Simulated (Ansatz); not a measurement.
Si3N4, pressure series

The reference is Si3N4 (space group P6_3/m, No. 176; a = 7.664 Å, c = 2.927 Å).

Cell and atoms are relaxed at each pressure.

Computed with PBE (Ansatz, a first-principles code; PAW; 420 eV plane waves; scalar-relativistic without spin-orbit coupling).

```
pressure (GPa)  volume per atom (Å³/atom)
--------------  -------------------------
-2                                 10.725
-1                                 10.678
0                                  10.632
0.3                                10.619
0.7                                10.601
1.5                                     ?
3                                  10.499
5                                  10.415
7.5                                10.314
```

Fit the third-order Birch–Murnaghan form P(V) = (3B₀/2)[(V₀/V)^(7/3) − (V₀/V)^(5/3)]·[1 + (3/4)(B₀′ − 4)((V₀/V)^(2/3) − 1)] (squares taken in P) to the rows shown and predict the withheld row.

Least squares on the printed values gives V₀ = 10.632 Å³/atom, B₀ = 233 GPa, B₀′ = 3.7; this predicts 10.565 Å³/atom, and the run gives 10.565 Å³/atom, in agreement.

Load acts through the strain it causes; cell and atoms are relaxed under it. Stability against distortions was not tested. Competing high-pressure phases were not computed.
